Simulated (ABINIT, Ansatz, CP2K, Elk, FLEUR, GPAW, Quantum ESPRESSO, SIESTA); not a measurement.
Code comparison for CrClO (Pmmn, 6 atoms in the cell)

Self-consistent single point, at a second geometry (lattice scaled by 0.98). First geometry:

```xyz
6
Lattice="3.1486 0.0000 0.0000 0.0000 3.8163 0.0000 0.0000 0.0000 7.8491" Properties=species:S:1:pos:R:3 pbc="T T T"
Cr     0.0000     0.0000     0.8323
Cr     1.5743     1.9081     7.0168
Cl     0.0000     1.9081     5.3485
Cl     1.5743     0.0000     2.5006
O      1.5743     0.0000     7.4395
O      0.0000     1.9081     0.4096
```
Moments meant for the start (each program seeds them in its own way; μB, in the order of the atoms Cr Cr Cl Cl O O): 3.0 3.0 0.0 0.0 0.0 0.0.

Shared settings, as Ansatz (a first-principles code) writes them: kpoints.mp_grid.grid = 5 4 2; scf.occupations.method = fermi_dirac; scf.occupations.width = 0.01 eV. Potentials and cutoffs stand in the table.

```json
[
 {"code": "ABINIT", "model": "LDA (PW92), PAW (JTH v2.0 LDA PAW)", "ΔF from the first geometry (meV/atom)": "17.2", "pressure (GPa)": "7.18", "largest force (eV/Å)": "0.737", "gap on the mesh (eV)": "0.267", "size of the net moment (μB/atom)": "1.00", "cutoff": "30 Ha"},
 {"code": "FLEUR", "model": "LDA (Perdew-Zunger), all-electron FLAPW (FLEUR), scalar-relativistic valence", "ΔF from the first geometry (meV/atom)": "9.4", "pressure (GPa)": "–", "largest force (eV/Å)": "0.627", "gap on the mesh (eV)": "0.193", "size of the net moment (μB/atom)": "1.00", "cutoff": "Kmax 4.8 1/bohr"},
 {"code": "GPAW", "model": "LDA (Perdew-Wang 92), GPAW PAW datasets LDA (gpaw-data 1.0.1)", "ΔF from the first geometry (meV/atom)": "15.1", "pressure (GPa)": "–", "largest force (eV/Å)": "0.686", "gap on the mesh (eV)": "0.283", "size of the net moment (μB/atom)": "1.00", "cutoff": "900 eV"},
 {"code": "Ansatz", "model": "LDA (PW92), PAW files made with PBE", "ΔF from the first geometry (meV/atom)": "9.2", "pressure (GPa)": "5.71", "largest force (eV/Å)": "0.624", "gap on the mesh (eV)": "–", "size of the net moment (μB/atom)": "1.00", "cutoff": "420 eV"},
 {"code": "SIESTA", "model": "LDA PW92, numerical atomic orbitals DZP, PseudoDojo LDA standard norm-conserving potentials (rewritten from UPF to PSML)", "ΔF from the first geometry (meV/atom)": "0.1", "pressure (GPa)": "4.61", "largest force (eV/Å)": "0.822", "gap on the mesh (eV)": "0.350", "size of the net moment (μB/atom)": "1.00", "cutoff": "grid 350 Ry"},
 {"code": "Quantum ESPRESSO", "model": "LDA (PW92), PseudoDojo standard norm-conserving (LDA) pseudopotentials", "ΔF from the first geometry (meV/atom)": "9.6", "pressure (GPa)": "6.06", "largest force (eV/Å)": "0.641", "gap on the mesh (eV)": "0.468", "size of the net moment (μB/atom)": "1.00", "cutoff": "95 Ry"},
 {"code": "Elk", "model": "LDA (PW92), all-electron FP-LAPW, Elk's shipped species files, default APW+lo basis", "ΔF from the first geometry (meV/atom)": "12.0", "pressure (GPa)": "–", "largest force (eV/Å)": "–", "gap on the mesh (eV)": "0.271", "size of the net moment (μB/atom)": "1.00", "cutoff": "rgkmax 7"},
 {"code": "CP2K", "model": "LDA (Pade form), GPW, DZVP-MOLOPT-SR-GTH basis, GTH-PADE potentials (GTH_POTENTIALS)", "ΔF from the first geometry (meV/atom)": "10.7", "pressure (GPa)": "6.33", "largest force (eV/Å)": "0.677", "gap on the mesh (eV)": "0.588", "size of the net moment (μB/atom)": "1.00", "cutoff": "grid 600 Ry"}
]
```

Size of the force on each atom (eV/Å): Sizes of forces hide their directions.

```
code                Cr1    Cr2    Cl3    Cl4     O5     O6
----------------  -----  -----  -----  -----  -----  -----
ABINIT            0.310  0.310  0.737  0.737  0.347  0.347
FLEUR             0.124  0.124  0.627  0.627  0.231  0.231
GPAW              0.334  0.334  0.686  0.686  0.358  0.358
Ansatz            0.226  0.226  0.624  0.624  0.291  0.291
SIESTA            0.194  0.194  0.822  0.822  0.269  0.269
Quantum ESPRESSO  0.218  0.218  0.641  0.641  0.282  0.282
CP2K              0.254  0.252  0.677  0.677  0.327  0.318
```

A dash marks a value that a program does not give, or that is left out as unsure.

No gap is tabulated for Ansatz: it is not read from that output, or partly filled or unconverged empty levels leave it unsure.

Gaps are read on the mesh.

On Ansatz's run: the magnetic order is the one reached from the typed start; others were not searched systematically. The program warned that, by what it read of turns of the moments, another magnetic order lies lower.

The spread over the programs that give each value: ΔF from the first geometry within 17.1 meV/atom; pressure within 2.57 GPa; largest force within 0.198 eV/Å; gap on the mesh within 0.395 eV; size of the net moment within 0.00 μB/atom.

SIESTA and CP2K use small atom-centred bases, whose incompleteness enters pressures, forces and empty levels differently from a plane-wave cutoff. FLEUR and Elk treat all electrons, but the usual bases taken here (sphere radii, linearisation, local orbitals, empty states) were not tested for convergence, so the values are no reference for the others. Ansatz's pressure is given at a fixed set of plane waves, as the other plane-wave codes print theirs; with its correction for the finite basis it is 5.99 GPa (the shift of 0.28 GPa shows how far the cutoff is from converged). The pressure of GPAW is left out: its cutoff lies under the one at which its stress was checked. In the pressure, ABINIT (by 1.12) and SIESTA (by 1.45) lie more than 1 GPa from the median of the plane-wave programs. In the gap, Quantum ESPRESSO (by 0.185) and CP2K (by 0.304) lie more than 0.12 eV from the median of the plane-wave programs. In the force vectors, FLEUR (by 0.144) and SIESTA (by 0.158) lie more than 0.08 eV/Å from the median of the plane-wave programs.

The shared mesh is coarse (it stands for a supercell whose shortest vector is 15 Å), so the values are not converged in it.

The starting cell comes from a database of computed structures (which also holds hypothetical and non-ambient phases and stackings), without a prior relaxation at this level. Its lattice was rescaled by a random factor within 2.5 % of one. For this run, on top of that: lattice scaled by 0.98.

Keys are those of Ansatz 0.2.
